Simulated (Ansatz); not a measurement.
The starting structures come from a database of crystals and need not be the phases stable at ambient conditions.

 Where the default PAW files enter, the runs use the earlier of Ansatz's two default sets.

Crystal: Sr$_{2}$H$_{6}$Ru (Fm-3m, not sure to be the ambient phase, 9 atoms a cell, 12.2 Å³ an atom, -2 GPa at this level); planes in its conventional cell.

Method: PBEsol (plane waves, PAW; Ansatz, an electronic-structure program).

No gap correction and no spin-orbit coupling; mid-gap values are interpolated between computed energies.

```json
[
 {"plane": "(001)", "area of the cell (Å²)": "28.9", "mid-gap κ (1/Å)": "0.38", "largest κ in the gap (1/Å)": "0.44"},
 {"plane": "(111)", "area of the cell (Å²)": "25.0", "mid-gap κ (1/Å)": "[?]", "largest κ in the gap (1/Å)": "[?]"},
 {"plane": "(110)", "area of the cell (Å²)": "40.8", "mid-gap κ (1/Å)": "[?]", "largest κ in the gap (1/Å)": "[?]"}
]
```

Q: The slowest decay depends on the direction. Supply the withheld values.

A: 
- (111), mid-gap κ (1/Å): 0.35
- (111), largest κ in the gap (1/Å): 0.43
- (110), mid-gap κ (1/Å): 0.34
- (110), largest κ in the gap (1/Å): 0.40
